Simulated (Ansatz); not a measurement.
The parent structure is BaTiO3 in the cubic perovskite structure (space group Pm-3m, No. 221; a = 3.970 Å). Axes: x, y, z lie along the cube axes.

Calculations: DFT with PBEsol, PAW potentials and a 420 eV plane-wave cutoff in Ansatz (a first-principles code), spin-orbit coupling left out.

For the base:

The pressure is -0.01 GPa and the band gap comes out as 1.82 eV. The smallest direct gap comes out as 1.89 eV.

Now apply this change: uniaxial strain ε_zz = +2.40 %, all other strain components held at zero; the atoms relax in the strained cell.

Problem. How does this affect the pressure, energy relative to the base, band gap and smallest direct gap?

Solution. The pressure (mean of the normal stresses, compression positive) shrinks by 3.915 GPa to -3.92 GPa; the energy goes up by 6.6 meV/atom; the band gap falls by 0.10 eV, from 1.82 eV to 1.72 eV; the smallest direct gap shrinks by 0.04 eV (1.89 eV → 1.85 eV).

Stability against distortions was not tested. All final runs are without spin polarisation. Many cubic perovskites are stable only at high temperature; tilts and polar distortions were not tested. This is not the structure that BaTiO3 has at room temperature and ambient pressure.
